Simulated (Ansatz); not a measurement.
We consider Pb2TeSe (R-3m, No. 166, 4 atoms in the cell; start mp-1217291), described by HSE06 (Ansatz, a first-principles code, PAW).

Run with plane-wave cutoff 500 eV, 6×6×6 k mesh, gaussian smearing 0.02 eV, scalar-relativistic PAW data made under PBE.

Cell (relaxed at this level):

Pb2SeTe has the trigonal space group R-3m, hexagonal axes (No. 166), Pearson symbol hR4. Lattice parameters: a = 4.4839 Å, b = 4.4839 Å, c = 21.9674 Å, α = 90.00°, β = 90.00°, γ = 120.00°. Te on 3b has 6 Pb at 3.240 Å (octahedral). Pb on 6c sees 3 Se at 3.105 Å and 3 Te at 3.240 Å (octahedral). Se on 3a is surrounded by 6 Pb at 3.105 Å (octahedral). (Neighbours: up to the widest gap in distance over summed covalent radii, below 1.35, at either atom; cation-cation and far metal-metal contacts left out.)
(The calculation used a cell of 4 atoms; values per cell refer to that cell.)

Problem. Estimate the band gap that the calculation returns.

Solution. 
band gap: 0.97 eV (on the SCF k mesh)

Note: the relaxation could not lower the start's symmetry, so the cell can be a saddle point above a distorted one.

Spin–orbit coupling is not included; with these elements it can move the gap by several tenths of an eV or more.

The result took very roughly 40 core-minutes.

A start named mp-… is a Materials Project structure, which need not be a measured phase.
